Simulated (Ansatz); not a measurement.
# A computed series for MoSi2: pressure series

Start from MoSi₂ (space group I4/mmm, No. 139; a = 3.217 Å, c = 7.873 Å).

Cell and atoms are relaxed at each pressure.

Method: Ansatz (a first-principles code), PBE, PAW, cutoff 420 eV, no spin-orbit coupling.

Notes on the quantities. enthalpy: H = E + PV relative to the base's energy.

```csv
case,volume per atom,enthalpy
base,13.58 Å³,–
pressure −2 GPa,13.72 Å³,-0.17 eV/atom
pressure −1 GPa,13.65 Å³,-0.08 eV/atom
pressure 3 GPa,13.39 Å³,+0.25 eV/atom
pressure 7 GPa,13.15 Å³,+0.58 eV/atom
pressure 15 GPa,12.74 Å³,+1.23 eV/atom
pressure 30 GPa,12.11 Å³,+2.39 eV/atom
pressure 50 GPa,?,+3.86 eV/atom
pressure 75 GPa,10.84 Å³,+5.60 eV/atom
pressure 100 GPa,10.34 Å³,+7.25 eV/atom
```

### Question
Complete the table.

### Answer

- pressure 50 GPa, volume per atom: 11.47 Å³

Load acts through the strain it causes; cell and atoms are relaxed under it. No phonon test of stability was made. Competing high-pressure phases were not computed. All final runs are without spin polarisation.
